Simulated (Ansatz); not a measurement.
A 30-atom cell of (Ti,Zr)B2 started in the AlB2 type structure, site fractions Ti 0.900, Zr 0.100, short-range order -0.11 in the first shell of the mixed sites (0 is random, a negative value favours unlike neighbours), space group P-1 at the end. The mixed sublattice has 10 sites.

The mixing enthalpy is taken against the end members in the AlB2 type type (which need not be the stable form of TiB2 and ZrB2), relaxed in the same cell and mesh.

Level of theory: PBE (plane waves to 420 eV, PAW; Ansatz, a quantum-chemistry and plane-wave program). Spin–orbit coupling is left out; the runs are not spin-polarised. Its k-point mesh 6×5×5, Fermi–Dirac width 0.05 eV.

| cell | energy at zero smearing (eV) |
|---|---|
| TiB2 | -28146.943 |
| ZrB2 | -44987.221 |
| Ti9ZrB20 | -29830.495 |

Task: Work out the mixing enthalpy per mixed site and the interaction parameter Ω of a regular solution.

Result: With x = 1/10 of the second end member, ΔH = [-29830.495 − 9/10 × (-28146.943) − 1/10 × (-44987.221)] / 10 = 48 meV against the separate end members. Ω = ΔH / x(1 − x) = 529 meV.
